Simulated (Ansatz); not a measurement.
Relaxation of the outer planes of the (210) surface of rock-salt AgCl in its 1x1 cell (cut with top plane Ag + Cl, bottom plane Ag + Cl), outermost plane spacing 1.25 Å in the ideal cut.

Computed with PBE (plane waves to 420 eV, PAW; Ansatz, an electronic-structure program).

Model: 20-atom slab, Ag10Cl10, 11.3 Å thick at the start, 5x4x1 mesh, Fermi-Dirac 0.025 eV, dipole correction, all atoms relaxed; held to the part of the start's symmetry that mesh and held atoms allow; no spin, no spin-orbit, no U.

```json
[
 {"plane": "1", "atoms": "Ag + Cl", "bulk spacing to the next (Å)": "1.254", "relaxed spacing (Å)": "1.213", "change (%)": "-3.3", "rumpling (Å)": "0.35 (Cl outermost)"},
 {"plane": "2", "atoms": "Ag + Cl", "bulk spacing to the next (Å)": "1.254", "relaxed spacing (Å)": "1.026", "change (%)": "-18.2", "rumpling (Å)": "0.13 (Ag outermost)"}
]
```
